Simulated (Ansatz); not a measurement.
Fluorite NiSi2 was calculated with RPBE (PAW; Ansatz, an electronic-structure program).

Run with plane-wave cutoff 520 eV, 18×18×18 k mesh, Fermi–Dirac smearing 0.05 eV, no spin polarisation, scalar-relativistic PAW data made under PBE.

Computed at the level's own relaxed cell.

### Question
Estimate the volume per atom, bulk modulus, lattice constant a and pressure derivative B′ of the bulk modulus that the calculation returns.

### Answer

- volume per atom = 13.70 Å³/atom
- bulk modulus = 139 GPa
- lattice constant a = 5.478 Å
- pressure derivative B′ of the bulk modulus = 4.7

The run finds no gap.

Measured, for comparison: equilibrium volume per atom 13.17 Å³/atom, lattice constant a 5.406 Å (temperature not stated, no zero-point or thermal correction; as tabulated in Wikipedia's data pages). Computed (rounded) less measured: equilibrium volume per atom +4.0 %, lattice constant a +1.3 %.
